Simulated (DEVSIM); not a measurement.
Device: abrupt InP n-p junction, at 300 K.

Layer 1 from the left is InP, thickness (μm) 0.430, Nd (cm⁻³) 9.4e15, τn (s) 2e-9, τp (s) 2e-9. Layer 2 from the left is InP, thickness (μm) 6.30, Na (cm⁻³) 4.9e14, τn (s) 2e-9, τp (s) 2e-9.

Left contact: ohmic. Right contact: ohmic. Voltage is applied to the left contact. Recombination: SRH at mid-gap, Auger. Mobility is μmin + (μ − μmin)/(1 + (N/Nref)^α).

This is a model device: material constants are rounded textbook-type values typed into the input, and sizes, dopings and lifetimes were drawn at random. Values at 300 K.

InP: gap (eV) 1.344, affinity (eV) 4.38, permittivity 12.5, Nc (cm⁻³) 5.7e17, Nv (cm⁻³) 1.1e19, μn (cm²/Vs) 5200, μp (cm²/Vs) 170, μn,min 400, μp,min 10, Nref,n 3e17, Nref,p 4.9e17, αn 0.47, αp 0.62, Cn (cm⁶/s) 9e-31, Cp (cm⁶/s) 9e-31.

### Question
Estimate by hand the built-in potential, the peak field at zero bias, the capacitance at 1.5 V, and compare with a numerical solution.

### Answer

- Built-in potential: ni = √(Nc Nv) exp(−Eg/2kT) = 1.29e7 cm⁻³ with Eg = 1.344 eV; Vbi = kT/q ln(Na Nd/ni²) = 0.979 V; numerical 0.979 V.
- Peak field at zero bias: depletion approximation: W = √(2εVbi/(qN)) = 1.70 μm with N = 4.66e14 cm⁻³; field = 2Vbi/W = 11500 V/cm; numerical 11400 V/cm (estimate above by 0.99 %).
- Capacitance at 1.5 V: C = √(qεN / 2(Vbi + |V|)) = 4.08 nF/cm²; numerical 4.12 nF/cm² (estimate below by 0.92 %).

Simulated with DEVSIM: 1D drift-diffusion, Boltzmann statistics, complete ionisation; no tunnelling, impact ionisation, image-force lowering or self-heating.
